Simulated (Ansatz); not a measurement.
The reference is TiSi2 (space group Cmcm, No. 63; a = 3.5266 Å, b = 13.5168 Å, c = 3.5652 Å). Axes: x, y, z lie along a, b, c of the conventional cell.

Calculations: r2SCAN/PAW in Ansatz (a quantum-chemistry and plane-wave program), scalar-relativistic without spin-orbit coupling.

For the base:

| Item | Value |
|---|---|
| Shortest interatomic distance | 4.497 bohr |
| Band gap | zero |

Now apply this change: uniaxial stress, 2 GPa tension along z, with the cell and atoms free to relax against it.

Task: How does this affect the shortest interatomic distance, energy relative to the base and band gap?

Result: The shortest interatomic distance rises by 0.0092 bohr to 4.507 bohr; the energy goes up by 0.6 meV/atom; the band gap is still zero.

Without a gap, meshes like the base's 14×14×13 leave anisotropic stresses uncertain by several tenths of a GPa, and small strain energies with them. Load acts through the strain it causes; cell and atoms are relaxed under it. Stability under load was not tested beyond the relaxation. All final runs are without spin polarisation.
